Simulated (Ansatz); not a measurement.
Consider MgSnO3 in the cubic perovskite structure (space group Pm-3m, No. 221; a hypothetical phase, not in the database extracts checked).

```yaml
crystal:
  lattice:
    - [3.98690, 0.00000, 0.00000]
    - [0.00000, 3.98690, 0.00000]
    - [0.00000, 0.00000, 3.98690]
  atoms:
    - { symbol: Mg, position: [0.00000, 0.00000, 0.00000] }
    - { symbol: Sn, position: [0.50000, 0.50000, 0.50000] }
    - { symbol: O, position: [0.00000, 0.50000, 0.50000] }
    - { symbol: O, position: [0.50000, 0.50000, 0.00000] }
    - { symbol: O, position: [0.50000, 0.00000, 0.50000] }
```

Cartesian axes are those of the cell as printed.

The values are results of Kohn–Sham DFT with the PBEsol functional, run in Ansatz (a program for electronic structure) with PAW and 420 eV plane waves, no spin-orbit coupling, not measurements.

For the base:

The band gap is 0.97 eV and the volume per atom comes out as 12.67 Å³.

The change: compressive biaxial strain of 3.85 % in the plane normal to [001], as in epitaxy on a mismatched substrate; the out-of-plane cell vector and the atoms relax.

Problem. What does the calculation give for the energy relative to the base after the change?

Solution. The energy increases by 49 meV/atom.

Problem. How does this affect the band gap?

Solution. The band gap increases by 0.14 eV (0.97 eV → 1.11 eV).

Problem. What does the calculation give for the volume per atom after the change?

Solution. The volume per atom drops by 0.67 Å³ to 12.00 Å³.

No phonon test of stability was made. Many cubic perovskites are stable only at high temperature; tilts and polar distortions were not tested.
